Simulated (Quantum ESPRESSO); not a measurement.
Worked example: self-consistent single point of LiBe (P2_1/m, 4 atoms in the cell) in Quantum ESPRESSO.

Method of the run: PBEsol, GBRV 1.5 ultrasoft (PBESOL) pseudopotentials (plane waves; Quantum ESPRESSO 7.5).

The change in words: lattice scaled by 0.98. Reference geometry:
```yaml
crystal:
  lattice:
    - [2.29599, 0.00000, 0.00000]
    - [0.00000, 3.61277, 0.00000]
    - [-0.40174, 0.00000, 5.51352]
  atoms:
    - { symbol: Li, position: [0.73685, 0.25000, 0.15486] }
    - { symbol: Li, position: [0.26315, 0.75000, 0.84514] }
    - { symbol: Be, position: [0.75642, 0.25000, 0.57617] }
    - { symbol: Be, position: [0.24358, 0.75000, 0.42383] }
```

Reference input (self-consistent single point, DFT, PBEsol, plane waves, GBRV 1.5 ultrasoft (PBESOL) pseudopotentials): ecutwfc = 40 Ry; ecutrho = 200 Ry; occupations = smearing; smearing = gauss; degauss = 0.019992 Ry; potentials = {Li: li_pbesol_v1.4.uspp.F.UPF, Be: be_pbesol_v1.4.uspp.F.UPF}; K_POINTS = automatic 11 7 5 0 0 0; conv_thr = 1e-09 Ry; mixing_beta = 0.7. This run's input differs from it in these lines:

```diff
@@ -26,5 +26,5 @@
 CELL_PARAMETERS {angstrom}
-   2.29599000     0.00000000     0.00000000
-   0.00000000     3.61277000     0.00000000
-  -0.40174400     0.00000000     5.51352300
+   2.25007000     0.00000000     0.00000000
+   0.00000000     3.54051500     0.00000000
+  -0.39370900     0.00000000     5.40325300
 ATOMIC_POSITIONS {crystal}
```

Output, abridged:

```
     Self-consistent Calculation

     iteration #  1     ecut=    40.00 Ry     beta= 0.70

     total energy              =     -84.82346256 Ry
     estimated scf accuracy    <       0.22844394 Ry

     iteration #  2     ecut=    40.00 Ry     beta= 0.70

     total energy              =     -84.84497723 Ry
     estimated scf accuracy    <       0.19258411 Ry

     iteration #  3     ecut=    40.00 Ry     beta= 0.70

     total energy              =     -84.88662445 Ry
     estimated scf accuracy    <       0.01107747 Ry

   [... 3 blocks of this kind left out ...]

     iteration #  7     ecut=    40.00 Ry     beta= 0.70

     total energy              =     -84.88889639 Ry
     estimated scf accuracy    <       0.00000002 Ry

     iteration #  8     ecut=    40.00 Ry     beta= 0.70
     End of self-consistent calculation

     Number of k-points >= 100: set verbosity='high' to print the bands.

     the Fermi energy is     4.3608 ev

!    total energy              =     -84.88889639 Ry
     estimated scf accuracy    <          9.9E-10 Ry
     smearing contrib. (-TS)   =      -0.00269109 Ry
     internal energy E=F+TS    =     -84.88620530 Ry

     convergence has been achieved in   8 iterations

     Forces acting on atoms (cartesian axes, Ry/au):

     atom    1 type  1   force =     0.00006617    0.00000000   -0.00248735
     atom    2 type  1   force =    -0.00006617    0.00000000    0.00248735
     atom    3 type  2   force =     0.00035642    0.00000000    0.00415349
     atom    4 type  2   force =    -0.00035642    0.00000000   -0.00415349

     Total force =     0.006866     Total SCF correction =     0.000052

          total   stress  (Ry/bohr**3)                   (kbar)     P=       26.90
   0.00016995   0.00000000   0.00002199           25.00        0.00        3.24
   0.00000000   0.00021453   0.00000000            0.00       31.56        0.00
   0.00002199   0.00000000   0.00016403            3.24        0.00       24.13

   JOB DONE.
```

The run converged in 8 iterations. Against the reference run the free energy rises by 4.8 meV/atom, the pressure goes from -0.68 to 2.69 GPa and the largest force goes from 0.012 to 0.107 eV/Å.

The starting cell comes from a database of computed structures (which also holds hypothetical and non-ambient phases and stackings), without a prior relaxation at this level. For this run, on top of that: lattice scaled by 0.98.
